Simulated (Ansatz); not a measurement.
Double-hcp Nd was calculated with PBEsol-D3(BJ) (Ansatz, a first-principles code, plane waves, PAW).

From the output:

```
WARN where an SCF of this run starts from atoms to list the orders of its open shells, Nd (sites 0, 1, 2, 3, from 0) starts with 3.13 μB on its 4f shell, in …
Relaxation: its limit of steps is 80 (relax.max_steps)
Crystal: 4 atoms, lattice volume = 92.750 Å³
Basis set: ecut = 520 eV, 2445 PW (Γ), exchange–correlation on 48×48×160 points (8 copies of the dense FFT grid, shifted against one another)
Bands: 59, of which v1, the nominal top of the filled ones, is band 28 counted from 1 (27 counted from 0)
Symmetry: 24 space group operations
Space group: P63/mmc (ITA 194), of the structure as read, at distance tolerance 4.5e-5 Å
k-points: 148 of 1944
Initial density: superposition of atomic densities (chi_scale 0.1, normalization cell)
Functional: x = pbesol(κ = 0.804, μ = 0.12345679012345678), c = pbesol(β = 0.046)
spin=Collinear: Kerker preconditioning applied to the charge; magnetization (m = ρ↑ − ρ↓) channel mixes plain (no charge-response kernel on spin).
SCF 1 converged in 13 iterations: F = -28944.600025 eV  dr2 = 4.90e-8
Crystal: 4 atoms, lattice volume = 92.750 Å³
Initial density: handed on by an earlier stage of this run
spin=Collinear: Kerker preconditioning applied to the charge; magnetization (m = ρ↑ − ρ↓) channel mixes plain (no charge-response kernel on spin).
SCF 2 converged in 8 iterations: F = -28944.600083 eV  dr2 = 2.93e-10
Crystal: 4 atoms, lattice volume = 92.750 Å³
spin=Collinear: Kerker preconditioning applied to the charge; magnetization (m = ρ↑ − ρ↓) channel mixes plain (no charge-response kernel on spin).
SCF 3 converged in 8 iterations: F = -28944.600100 eV  dr2 = 8.54e-11
Crystal: 4 atoms, lattice volume = 92.750 Å³
spin=Collinear: Kerker preconditioning applied to the charge; magnetization (m = ρ↑ − ρ↓) channel mixes plain (no charge-response kernel on spin).
SCF 4 converged in 9 iterations: F = -28944.600099 eV  dr2 = 4.63e-14
SCF converged after 9 iterations
Magnetization: 14.4235 μB (35.2117 up, 20.7883 down)
Free energy (F): -28944.600099 eV
Internal energy: -28944.443084 eV  (E = F + TS)
E sigma→0 (E₀):  -28944.521592 eV
Fermi energy:    18.221295 eV
--- Forces (eV/Å), atoms counted from 1 ---
  atom   1  Nd    -0.00000000     0.00000000     0.00000000
  atom   2  Nd    -0.00000000     0.00000000     0.00000000
  atom   3  Nd    -0.00000000     0.00000000     0.00000000
  atom   4  Nd     0.00000000    -0.00000000     0.00000000
--- Stress (GPa, compression-positive) ---
       -0.919543       0.000000       0.000000
       -0.000000      -0.919543       0.000000
        0.000000       0.000000      -0.918790
  P = ⅓ Tr σ = -0.9193 GPa (-9.193 kbar)
```

Question: Write an input file that could have produced this run (the log leaves some choices open).

Answer: Several could match; the one computed here: 
Ansatz 0.2 input:
```yaml
crystal:
  lattice:
    - [1.6093575307, -2.7874890107, 0.0]
    - [1.6093575307, 2.7874890107, 0.0]
    - [0.0, 0.0, 10.3375244142]
  atoms:
    - { symbol: Nd, position: [0.0, 0.0, 0.5], spin: 3.0 }
    - { symbol: Nd, position: [0.0, 0.0, 0.0], spin: 3.0 }
    - { symbol: Nd, position: [0.3333333333, 0.6666666667, 0.25], spin: 3.0 }
    - { symbol: Nd, position: [0.6666666667, 0.3333333333, 0.75], spin: 3.0 }
basis:
  ecutwfc: 520
  ecutrho_ratio: 4
  xc_grid: 2
kpoints:
  mp_grid: { grid: [18, 18, 6] }
hamiltonian:
  xc: pbesol
  dispersion: d3bj
  pseudopotentials: { kind: paw }
scf:
  occupations: { method: fermi_dirac, width: 0.05 }
output:
  forces: true
  stress: true
  eigenvalues: true
magnetization:
  spin_polarized: true
relax:
  f_tol: 0.004
  escape_saddle: false
  max_steps: 80
  cell: { stress_tol: 0.02, fix: [volume] }
```

The cell is one volume of an energy–volume scan, off the minimum.

The PAW data were made under PBE.

The run is spin-polarised with parallel starting moments, which need not be the measured order.

Note: the magnetic order was assumed, not searched for or taken from measurement. Note: the 4f shell is treated without U or exact exchange, so its levels and filling can be wrong. Note: the volume lies 32 % below that of the published cell.

Cost on a shared machine: about 12 core-minutes (a rough figure).
